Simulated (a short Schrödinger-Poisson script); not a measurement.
## MOS inversion layer, SiO2 on p-type InP

Stack: MOS inversion layer, SiO2 on p-type InP, at 300 K.

| layer | material | thickness (nm) | Na (cm⁻³) |
|---|---|---|---|
| 1 | SiO2 | 2.1 | - |
| 2 | InP | 1600 | 9.3e16 |

The device is made up for the run: typed textbook-type constants, with dimensions and the other settings drawn at random. SiO2: permittivity 3.9, conduction-band edge (eV) 3.48, gap (eV) 9, electron mass (mₑ) 0.5. InP: permittivity 12.5, conduction-band edge (eV) 0, gap (eV) 1.344, Nv at 300 K (cm⁻³) 1.1e19.

Channel valleys (confinement mass, in-plane density-of-states mass, number): Γ 0.08, 0.08, 1. At the gate the conduction-band edge of layer 1 lies 4.08 eV − eVg above the Fermi level of the channel; the field vanishes at the back. Gaps are held at their typed values at every temperature. Mesh 0.03 nm at interfaces.

Solved with a short Schrödinger-Poisson script written for these runs: 1D Poisson equation in equilibrium, electrons quantum, Hartree (BenDaniel-Duke, 12 states a valley, the channel's in-plane mass for all, wave functions ending at the dielectric), parabolic valleys, classical holes, full ionisation, no traps, pinning or gate leakage.

| Vg (V) | electrons (cm⁻²) | C (μF/cm²) | Γ E0 (meV) | Γ E1 (meV) |
|---|---|---|---|---|
| 0.6 | 1.05e8 | 0.0835 | 233.9 | 320.6 |
| 0.8 | 7.98e10 | 0.366 | 61.2 | 153.6 |
| 1 | 9.04e11 | 0.859 | -14.4 | 86.8 |
| 1.2 | 2.03e12 | 0.953 | -55.0 | 56.2 |
| 1.4 | 3.24e12 | 0.996 | -89.5 | 32.6 |
| 1.6 | 4.50e12 | 1.03 | -121.5 | 12.7 |
| 1.8 | 5.79e12 | 1.05 | -151.9 | -4.4 |
| 2 | 7.11e12 | 1.07 | -181.3 | -19.8 |
| 2.2 | 8.44e12 | 1.08 | -210.1 | -34.0 |

Gate voltages with under 1e6 electrons/cm² are left out.

Subbands count from the Fermi level.

Above a few 1e12 electrons/cm² a light Γ valley is non-parabolic and upper valleys begin to fill, which the model leaves out.
